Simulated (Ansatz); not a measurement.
Given:

```yaml
crystal:
  lattice:
    - [-2.83887, 2.83887, 5.68785]
    - [2.83887, -2.83887, 5.68785]
    - [2.83887, 2.83887, -5.68785]
  atoms:
    - { symbol: Zn, position: [0.75000, 0.25000, 0.50000] }
    - { symbol: Zn, position: [0.00000, 0.00000, 0.00000] }
    - { symbol: Sn, position: [0.25000, 0.75000, 0.50000] }
    - { symbol: Sn, position: [0.50000, 0.50000, 0.00000] }
    - { symbol: P, position: [0.10385, 0.12500, 0.47885] }
    - { symbol: P, position: [0.64615, 0.62500, 0.52115] }
    - { symbol: P, position: [0.37500, 0.89615, 0.02115] }
    - { symbol: P, position: [0.87500, 0.35385, 0.97885] }
```

No spin polarisation.

Level of theory: DFT with r2SCAN, PAW potentials and a 500 eV plane-wave cutoff in Ansatz (a program for electronic structure), no SOC. k-mesh 8×8×8 (Γ-centred); smearing 0.05 eV (Fermi–Dirac).

### Question
What band gap does the calculation give?

### Answer
1.18 eV.

### Question
What electron mass does the calculation give?

### Answer
0.095 mₑ along c, 0.089 mₑ across (at Γ).

Load acts through the strain it causes; cell and atoms are relaxed under it. Effective masses come from finite differences of ±0.01 Å⁻¹. Stability against distortions was not tested. The cell was made from ZnSnP2 in the chalcopyrite structure (space group I-42d, No. 122) by this change: pressure −1 GPa.
